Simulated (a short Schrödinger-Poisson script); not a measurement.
System: MOS inversion layer, SiO2 on p-type Si(100), at 300 K.

| layer | material | thickness (nm) | Na (cm⁻³) |
|---|---|---|---|
| 1 | SiO2 | 3.4 | - |
| 2 | Si | 890 | 2.3e17 |

Constants are typed, rounded textbook-type inputs, not results; the design itself was drawn at random and stands for no fabricated device. SiO2: permittivity 3.9, conduction-band edge (eV) 3.15, gap (eV) 9, electron mass (mₑ) 0.5. Si: permittivity 11.7, conduction-band edge (eV) 0, gap (eV) 1.124, Nv at 300 K (cm⁻³) 3.1e19.

Channel valleys (confinement mass, in-plane density-of-states mass, number): Δ2 0.916, 0.19, 2; Δ4 0.19, 0.417, 4. At the gate the conduction-band edge of layer 1 lies 3.59 eV − eVg above the Fermi level of the channel; the field vanishes at the back. Gaps are held at their typed values at every temperature. Mesh 0.03 nm at interfaces.

Solved with a short Schrödinger-Poisson script written for these runs: 1D Poisson equation in equilibrium, electrons quantum, Hartree (BenDaniel-Duke, 12 states a valley, the channel's in-plane mass for all, wave functions free to enter the dielectric), parabolic valleys, classical holes, full ionisation, no traps, pinning or gate leakage.

The same stack at other levels of the model or other numerical settings:

```tsv
run	sheet density of all electrons at Vg = 2.85 V (cm⁻²)	sheet density of all electrons at Vg = 1.05 V (cm⁻²)	capacitance at Vg = 2.85 V (μF/cm²)	centroid of the channel electrons at Vg = 2.85 V (nm)	rough cost against the base
base	1.18e13	1.73e12	0.925	1.39	about 1
electrons treated as classical, Boltzmann	1.30e13	2.14e12	0.992	0.42	0.03
electrons treated as classical, Fermi-Dirac	1.27e13	2.11e12	0.961	0.63	0.2
mesh six times as coarse	1.18e13	1.73e12	0.923	1.40	0.2
one subband a valley	1.18e13	1.72e12	0.925	1.36	0.4
```

The classical rows ignore confinement, and Boltzmann statistics overrate the density once the band edge passes the Fermi level.
